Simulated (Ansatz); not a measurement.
Start from Mo in the bcc (W type) structure (space group Im-3m, No. 229; a = 3.130 Å; relaxed with 0.1 eV smearing). Axes: x, y, z lie along the cube axes.

Computed with PBEsol/PAW in Ansatz (a first-principles code), no SOC.

It is then changed as follows: an isotropic linear strain of +1.50 %, atoms relaxed at fixed cell.

Q: Predict the stress tensor and what it implies for the stiffness.

A: Stress of the strained cell less that of the base (GPa, compression positive):
```
  -11.4     0.0     0.0
    0.0   -11.4     0.0
    0.0     0.0   -11.4
```

Then B = −ΔP/(ΔV/V₀) with ΔV/V₀ = 0.0457 gives secant stiffness values (nonlinear terms included at this strain): B ≈ 249 GPa.

As a check, the harmonic strain energy −½ V₀ Δσ:ε is 24 meV/atom; the computed energy rise is 26 meV/atom.

Stability against distortions was not tested. All final runs are without spin polarisation.
